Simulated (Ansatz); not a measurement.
Consider Ru in the hcp (Mg type) structure (space group P6_3/mmc, No. 194; a = 2.691 Å, c = 4.249 Å; relaxed with 0.1 eV smearing). Axes: x lies along a and z along c of the hexagonal cell.

All numbers come from PBEsol (Ansatz, a quantum-chemistry and plane-wave program; PAW; 420 eV plane waves; spin-orbit coupling left out).

It is then changed as follows: biaxial strain +2.00 %, plane normal [001], relaxed out of plane (Cartesian); in-plane vectors clamped, the third vector and the atoms free.

Task: Predict the new in-plane stress.

Result: The mean in-plane stress (compression positive) is -12.8 GPa.

No phonon test of stability was made. The final runs are not spin-polarised.
